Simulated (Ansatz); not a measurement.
SiAs₂ (Pbam, No. 55, 24 atoms in the cell; start mp-978553)

Level of theory: PBEsol in Ansatz (plane waves, PAW).

Numerical settings: plane-wave cutoff 520 eV, 4×4×10 k mesh (along the axes of the cell as run), Fermi–Dirac smearing 0.01 eV, scalar-relativistic PAW data made under PBE.

Cell (relaxed with PBE-D3(BJ)):

```
CELL_PARAMETERS angstrom
      9.84261     0.00000     0.00000
      0.00000    14.53206     0.00000
      0.00000     0.00000     3.67386
ATOMIC_POSITIONS crystal
  Si 0.70092 0.26411 0.00000
  Si 0.29908 0.73589 0.00000
  Si 0.20092 0.23589 0.00000
  Si 0.79908 0.76411 0.00000
  Si 0.91708 0.13814 0.50000
  Si 0.08292 0.86186 0.50000
  Si 0.41708 0.36186 0.50000
  Si 0.58292 0.63814 0.50000
  As 0.59609 0.11196 0.00000
  As 0.40391 0.88804 0.00000
  As 0.09609 0.38804 0.00000
  As 0.90391 0.61196 0.00000
  As 0.72721 0.03576 0.50000
  As 0.27279 0.96424 0.50000
  As 0.22721 0.46424 0.50000
  As 0.77279 0.53576 0.50000
  As 0.56151 0.39882 0.00000
  As 0.43849 0.60118 0.00000
  As 0.06151 0.10118 0.00000
  As 0.93849 0.89882 0.00000
  As 0.85069 0.29406 0.50000
  As 0.14931 0.70594 0.50000
  As 0.35069 0.20594 0.50000
  As 0.64931 0.79406 0.50000
```

| Item | Result |
|---|---|
| band gap | 0.62 eV (indirect) |
| smallest direct gap on the k points sampled | 0.72 eV |

Note: cell and atoms aren't relaxed at this level.

Spin–orbit coupling is not included.

Static lattice: no zero-point or thermal effects.

The result took around 13 core-minutes (rough).

A start named mp-… is a Materials Project structure, which need not be a measured phase.

Ansatz is a first-principles code.
